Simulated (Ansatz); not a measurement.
The reference is InP (space group P4_2/mnm, No. 136; a = 7.2766 Å, c = 4.2158 Å; a hypothetical phase, not in the database extracts checked). Axes: x, y, z lie along a, b, c of the conventional cell.

(Cell as relaxed with PBE.)

Levels (all Ansatz, an electronic-structure program, PAW): PBE (420 eV, no spin-orbit coupling); PBEsol (420 eV, without spin-orbit coupling).

Each level relaxes its own structure.

| base | PBE | PBEsol |
|---|---|---|
| volume per atom | 27.90 Å³ | 26.79 Å³ |
| lattice parameter a | 7.277 Å | 7.175 Å |

Modification: uniaxial stress, 8 GPa compression along z, with the cell and atoms free to relax against it.

```csv
quantity,PBE,PBEsol
energy relative to the base (free energy F),+57 meV/atom,___
volume per atom,26.92 Å³,___
```

Predict the PBEsol column.


- energy relative to the base (free energy F), PBEsol: +54 meV/atom
- volume per atom, PBEsol: 25.95 Å³

PBE's energy relative to the base lies 3.7 meV/atom above PBEsol's; PBE's volume per atom lies 0.97 Å³ above PBEsol's (3.7 %). Neither level is exact; PBEsol is the comparison here, not a measurement.

Load acts through the strain it causes; cell and atoms are relaxed under it. Beyond what the load breaks, stability against distortions was not tested.
